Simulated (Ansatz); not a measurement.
# Response to strain in ZnS

Take ZnS in the wurtzite structure (space group P6_3mc, No. 186) as the base.

```
ZnS
1.0
    3.73826     0.00000     0.00000
   -1.86913     3.23743     0.00000
    0.00000     0.00000     6.14288
Zn S
2 2
Direct
  0.33333   0.66667   0.00059
  0.66667   0.33333   0.50059
  0.33333   0.66667   0.37441
  0.66667   0.33333   0.87441
```

Cartesian axes are those of the cell as printed.

Strains are applied to the cell and any free atomic positions relax.

Level of theory: Ansatz (a quantum-chemistry and plane-wave program), LDA, PAW, cutoff 420 eV, no spin-orbit coupling.

Notes on the quantities. energy relative to the base: free energy F; pressure: mean of the normal stresses, compression positive.

```csv
variant,electron mass,shortest interatomic distance,energy relative to the base,pressure,band gap
base,"0.15 mₑ along c, 0.18 mₑ across (at Γ)",2.293 Å,0 meV/atom,0.00 GPa,2.19 eV
uniaxial strain ε_zz = −3.00 %,–,2.265 Å,+8.9 meV/atom,2.88 GPa,2.37 eV
uniaxial strain ε_zz = −2.40 %,"0.17 mₑ along z, 0.18 mₑ across (at Γ)",2.271 Å,+5.6 meV/atom,2.27 GPa,2.36 eV
uniaxial strain ε_zz = −1.80 %,"0.17 mₑ along z, 0.18 mₑ across (at Γ)",2.277 Å,+3.1 meV/atom,1.67 GPa,2.33 eV
uniaxial strain ε_zz = −1.20 %,"0.16 mₑ along z, 0.18 mₑ across (at Γ)",2.283 Å,+1.4 meV/atom,1.10 GPa,2.28 eV
uniaxial strain ε_zz = −0.60 %,"0.16 mₑ along z, 0.18 mₑ across (at Γ)",2.289 Å,+0.3 meV/atom,0.54 GPa,2.24 eV
```

Masses are band curvatures over ±0.01 Å⁻¹ around the edge. Stability against distortions was not tested.
